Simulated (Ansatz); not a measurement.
# Habitual settings against a tight run: LuAu2 (I4/mmm, 3 atoms in the cell)

Self-consistent single point.

```yaml
crystal:
  lattice:
    - [-1.79276, 1.79276, 4.37619]
    - [1.79276, -1.79276, 4.37619]
    - [1.79276, 1.79276, -4.37619]
  atoms:
    - { symbol: Lu, position: [0.00000, 0.00000, 0.00000] }
    - { symbol: Au, position: [0.66394, 0.66394, 0.00000] }
    - { symbol: Au, position: [0.33606, 0.33606, 0.00000] }
```

Level of theory: LDA (PW92), harder PAW files (source: ansatz) made with PBE (plane waves; Ansatz, a quantum-chemistry and plane-wave program).

Base settings: basis.ecutwfc = 680 eV; kpoints.mp_grid.grid = 10 10 10; hamiltonian.xc = lda; hamiltonian.pseudopotentials = {kind: paw, source: ansatz}; scf.occupations.method = gaussian; scf.occupations.width = 0.272 eV.

Tight run (finer mesh or higher cutoff; not a proven limit): basis.ecutwfc: 680 eV → 950 eV; kpoints.mp_grid.grid: 10 10 10 → 14 14 14; scf.convergence.dr2_threshold: default (1e-07 eV) → 1e-09 eV. It gave Fermi level (on the code's own zero) 19.75 eV; pressure -0.33 GPa; largest force (vector length) 0.143 eV/Å.

Quick runs, as changes from the base:
- A: the base itself
- B: basis.ecutwfc: 680 eV → 545 eV; kpoints.mp_grid.grid: 10 10 10 → 6 6 6; scf.occupations.width: 0.272 eV → 0.5 eV
- C: basis.ecutwfc: 680 eV → 475 eV; kpoints.mp_grid.grid: 10 10 10 → 8 8 8; hamiltonian.xc: lda → pbesol; scf.occupations.method: gaussian → methfessel_paxton; scf.occupations.width: 0.272 eV → 0.5 eV; scf.convergence.dr2_threshold: default (1e-07 eV) → 0.001 eV [PBEsol]
- D: basis.ecutwfc: 680 eV → 475 eV; kpoints.mp_grid.grid: 10 10 10 → 4 4 4
- E: basis.ecutwfc: 680 eV → 410 eV; kpoints.mp_grid.grid: 10 10 10 → 3 3 3; scf.convergence.dr2_threshold: default (1e-07 eV) → 0.001 eV
- F: basis.ecutwfc: 680 eV → 340 eV; kpoints.mp_grid.grid: 10 10 10 → 2 2 2; hamiltonian.xc: lda → pbesol [PBEsol]

Energies are extrapolated to zero smearing width, which holds to low order in the width alone.

Dashes: energy of C, F, another energy zero.

† marks runs with another functional, U, potentials or spin treatment: their distance from the tight run is not a convergence error alone.

The count of work is k-points × plane waves × bands × iterations; it is no time. 

Pressures in the table are Ansatz's without its Pulay estimate, at a fixed set of plane waves; the tight run's value above holds the estimate.

The starting cell comes from a database of computed structures (which also holds hypothetical and non-ambient phases and stackings), without a prior relaxation at this level. Its lattice was rescaled by a random factor within 2.5 % of one.

```
run  energy less tight (meV/atom)  pressure less tight (GPa)  largest miss in a force vector (eV/Å)  count of work / tight
---  ----------------------------  -------------------------  -------------------------------------  ---------------------
A                            -0.6                       0.00                                  0.001                   0.21
B                             7.4                      -0.92                                  0.023                  0.047
C†                              –                      -7.50                                  0.027                  0.058
D                           142.5                     -12.51                                  0.007                  0.016
E                          1111.6                     -74.54                                  0.069                 0.0048
F†                              –                    -518.77                                  0.506                 0.0029
```

Among the runs at the tight run's level, the energy misses run from 0.6 to 1111.6 meV/atom.

Keys are those of Ansatz 0.2.
